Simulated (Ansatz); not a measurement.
Ge (model structure, within 0.1 Å of Fd-3m, No. 227, 2 atoms in the cell; like a known high-pressure phase) was calculated with r²SCAN (Ansatz, a program for electronic structure, plane waves, PAW).

Numerical settings: plane-wave cutoff 560 eV, 12×12×8 k mesh (along the axes of the cell as run), Fermi–Dirac smearing 0.01 eV, scalar-relativistic PAW data made under PBE.

Cell (relaxed at this level):

```yaml
crystal:
  lattice:
    - [3.47455, -2.00655, -0.02546]
    - [3.47455, 2.00655, -0.02546]
    - [-2.29437, 0.00000, 3.29345]
  atoms:
    - { symbol: Ge, position: [0.87502, 0.87502, 0.12499] }
    - { symbol: Ge, position: [0.12498, 0.12498, 0.87501] }
```

Task: Predict the band gap.

Result: 
band gap: 0.35 eV (direct)

Spin–orbit coupling is not included.

Computed values are for the static lattice.

A model structure was made by putting elements into a prototype or built by hand; here it ended with the formula and space group of a phase in our tables.
